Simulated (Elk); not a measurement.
# Input and output of a self-consistent single point for Mg₃Zn (Pm-3m, 4 atoms in the cell) (Elk)

Method of the run: LDA (PW92), all-electron FP-LAPW, Elk's shipped species files, APW+lo basis with extra local orbitals (Elk 10.2.4).

Input:

```
tasks
  0

xctype
  3

rgkmax
  8.0

gmaxvr
  14.0

nxlo
  2

lorbcnd
  .true.

lmaxi
  2

stype
  3

swidth
  0.00183747

scale
  8.07956184

avec
    1.0000000000    0.0000000000    0.0000000000
    0.0000000000    1.0000000000    0.0000000000
    0.0000000000    0.0000000000    1.0000000000

sppath
  './'

atoms
  2   : nspecies
  'Mg.in'   : spfname
  3   : natoms; atposl, bfcmt below
  0.5000000000  0.5000000000  0.0000000000    0.0 0.0 0.0
  0.0000000000  0.5000000000  0.5000000000    0.0 0.0 0.0
  0.5000000000  0.0000000000  0.5000000000    0.0 0.0 0.0
  'Zn.in'   : spfname
  1   : natoms; atposl, bfcmt below
  0.0000000000  0.0000000000  0.0000000000    0.0 0.0 0.0

ngridk
  6 6 6
```

Log, with long lists cut:

```
│ Elk code version 10.2.4 │

All units are atomic (Hartree, Bohr, etc.)

│ Ground-state run starting from atomic densities │

Lattice vectors :
   8.079561840       0.000000000       0.000000000
   0.000000000       8.079561840       0.000000000
   0.000000000       0.000000000       8.079561840

Unit cell volume      :    527.4282990
Brillouin zone volume :   0.4703012977

Muffin-tin inner radius fraction :   0.1000000000E-01

Nuclei treated as point charges

Species :    1 (Mg)
 parameters loaded from : Mg.in
 name : magnesium
 nuclear charge    :   -12.00000000
 electronic charge :    12.00000000
 atomic mass :    44305.30462
 muffin-tin radius :    2.200000000
 number of radial points in muffin-tin :    397
 atomic positions (lattice), magnetic fields (Cartesian) :
   1 :   0.50000000  0.50000000  0.00000000    0.00000000  0.00000000  0.00000000
   2 :   0.00000000  0.50000000  0.50000000    0.00000000  0.00000000  0.00000000
   3 :   0.50000000  0.00000000  0.50000000    0.00000000  0.00000000  0.00000000

Species :    2 (Zn)
 parameters loaded from : Zn.in
 name : zinc
 nuclear charge    :   -30.00000000
 electronic charge :    30.00000000
 atomic mass :    119233.3129
 muffin-tin radius :    2.400000000
 number of radial points in muffin-tin :    497
 atomic positions (lattice), magnetic fields (Cartesian) :
   1 :   0.00000000  0.00000000  0.00000000    0.00000000  0.00000000  0.00000000

Total number of atoms per unit cell :    4

Spin treatment :
 spin-unpolarised

Number of Bravais lattice symmetries :   48
Number of crystal symmetries         :   48
Crystal has inversion symmetry
Real symmetric eigensolver will be used

k-point grid :      6     6     6
k-point offset :    0.000000000       0.000000000       0.000000000
k-point set is reduced with full crystal symmetry group
Total number of k-points :       20

Muffin-tin radius times maximum |G+k| :    8.000000000
 using average radius
Maximum |G+k| for APW functions       :    3.555555556
Maximum (1/2)|G+k|²                   :    6.320987654
Maximum |G| for potential and density :    14.00000000
 potential will be trimmed for |G| > 2 gkmax
Constant for pseudocharge density :    8
Radial integration step length :    4

G-vector grid sizes :     40    40    40
Number of G-vectors :    24405

Maximum angular momentum used for
 APW functions                      :    8
 outer part of muffin-tin           :    6
 inner part of muffin-tin           :    2

Total nuclear charge    :   -66.00000000
Total core charge       :    18.00000000
Total valence charge    :    48.00000000
Total excess charge     :    0.000000000
Total electronic charge :    66.00000000

Effective Wigner radius, rₛ :    1.240253023

Number of empty states         :   16
Total number of valence states :   40
Total number of core states    :   18

Conduction state local-orbitals added automatically
Total number of local-orbitals :  289

Exchange-correlation functional :      3     0     0
 Perdew-Wang/Ceperley-Alder, Phys. Rev. B 45, 13244 (1992)
 gradient requirement :    0
 local density approximation (LDA)

Smearing type :    3
 Fermi-Dirac
Smearing width :   0.1837470000E-02
Effective electronic temperature (K) :    580.2271348

Mixing type :    3
 Broyden mixing, J. Phys. A: Math. Gen. 17, L317 (1984)

Kohn-Sham potential initialised from atomic data

│ Self-consistent loop started │
│ Loop number : 1 │
 total energy                :     -2387.91786148
│ Loop number : 2 │
 total energy                :     -2388.12760022
RMS change in Kohn-Sham potential (target) :   0.8624229738E-01 (  0.1000000000E-05)
Absolute change in total energy (target)   :   0.2097387386     (  0.1000000000E-03)
│ Loop number : 3 │
 total energy                :     -2390.01137828
RMS change in Kohn-Sham potential (target) :   0.5008654124E-01 (  0.1000000000E-05)
Absolute change in total energy (target)   :    1.936212751     (  0.1000000000E-03)
│ Loop number : 4 │
 total energy                :     -2391.00320411
RMS change in Kohn-Sham potential (target) :   0.2979117873E-01 (  0.1000000000E-05)
Absolute change in total energy (target)   :    1.475879018     (  0.1000000000E-03)
│ Loop number : 5 │
 total energy                :     -2391.53661991
RMS change in Kohn-Sham potential (target) :   0.1674263926E-01 (  0.1000000000E-05)
Absolute change in total energy (target)   :   0.9023855537     (  0.1000000000E-03)
│ Loop number : 6 │
 total energy                :     -2391.88413175
RMS change in Kohn-Sham potential (target) :   0.5429630973E-02 (  0.1000000000E-05)
Absolute change in total energy (target)   :   0.5731082257     (  0.1000000000E-03)
│ Loop number : 7 │
 total energy                :     -2392.00918543
RMS change in Kohn-Sham potential (target) :   0.4841055305E-03 (  0.1000000000E-05)
Absolute change in total energy (target)   :   0.2683307360     (  0.1000000000E-03)
│ Loop number : 8 │
 total energy                :     -2391.99847801
RMS change in Kohn-Sham potential (target) :   0.3212753171E-03 (  0.1000000000E-05)
Absolute change in total energy (target)   :   0.5637526876E-01 (  0.1000000000E-03)
│ Loop number : 9 │
 total energy                :     -2392.00067289
RMS change in Kohn-Sham potential (target) :   0.1949430222E-03 (  0.1000000000E-05)
Absolute change in total energy (target)   :   0.1628869795E-01 (  0.1000000000E-03)
│ Loop number : 10 │
 total energy                :     -2392.00920802
RMS change in Kohn-Sham potential (target) :   0.1105888549E-04 (  0.1000000000E-05)
Absolute change in total energy (target)   :   0.1260730565E-01 (  0.1000000000E-03)
│ Loop number : 11 │
 total energy                :     -2392.01022865
RMS change in Kohn-Sham potential (target) :   0.4802216827E-05 (  0.1000000000E-05)
Absolute change in total energy (target)   :   0.4172454711E-02 (  0.1000000000E-03)
│ Loop number : 12 │
 total energy                :     -2392.01015839
RMS change in Kohn-Sham potential (target) :   0.1738112230E-05 (  0.1000000000E-05)
Absolute change in total energy (target)   :   0.9728543032E-03 (  0.1000000000E-03)
│ Loop number : 13 │
 total energy                :     -2392.01009667
RMS change in Kohn-Sham potential (target) :   0.2809508846E-06 (  0.1000000000E-05)
Absolute change in total energy (target)   :   0.1814931557E-03 (  0.1000000000E-03)
│ Loop number : 14 │
 total energy                :     -2392.01008082
RMS change in Kohn-Sham potential (target) :   0.8938192604E-07 (  0.1000000000E-05)
Absolute change in total energy (target)   :   0.2951536499E-04 (  0.1000000000E-03)
Convergence targets achieved

│ Loop number : 15 │

Energies :
 Fermi                       :     0.153213089858
 sum of eigenvalues          :     -1344.03223643
 electron kinetic            :      2424.05725117
 core electron kinetic       :      2013.63331419
 Coulomb                     :     -4700.31759717
 Coulomb potential           :     -3614.99178004
 nuclear-nuclear             :     -293.280537481
 electron-nuclear            :     -5199.08233934
 Hartree                     :      792.045279651
 Madelung                    :     -2892.82170715
 xc potential                :     -153.097707560
 exchange                    :     -110.370571831
 correlation                 :     -5.37849335658
 electron entropic           :    -0.659747128705E-03
 total energy                :     -2392.01007093

Density of states at Fermi energy :    60.12500302
 (states/Hartree/unit cell)

Estimated indirect band gap :   0.2666590627E-02
 from k-point     13 to k-point      2
Estimated direct band gap   :   0.1600407513E-01
 at k-point      7

Charges :
 core                        :    18.00000000
 valence                     :    48.00000000
 interstitial                :    5.560171103
 muffin-tins (core leakage)
  species :    1 (Mg)
   atom    1                 :    10.51275244     (  0.2220446049E-15)
   atom    2                 :    10.51275244     (  0.2220446049E-15)
   atom    3                 :    10.51275244     (  0.2220446049E-15)
  species :    2 (Zn)
   atom    1                 :    28.90157158     (  0.8425925642E-04)
 total in muffin-tins        :    60.43982890
 total calculated charge     :    65.97409982
 total charge                :    66.00000000
 error                       :   0.2590018137E-01

│ Self-consistent loop stopped │
```

The run converged in 15 iterations. The count includes the last loop, which Elk runs after its targets are met.

The starting cell comes from a database of computed structures (which also holds hypothetical and non-ambient phases and stackings), without a prior relaxation at this level. Values depend on the basis (sphere radii, cutoffs, local orbitals), which need not be converged. The log's line on a gap gives a spacing of levels on this mesh, which the program prints for metals too.
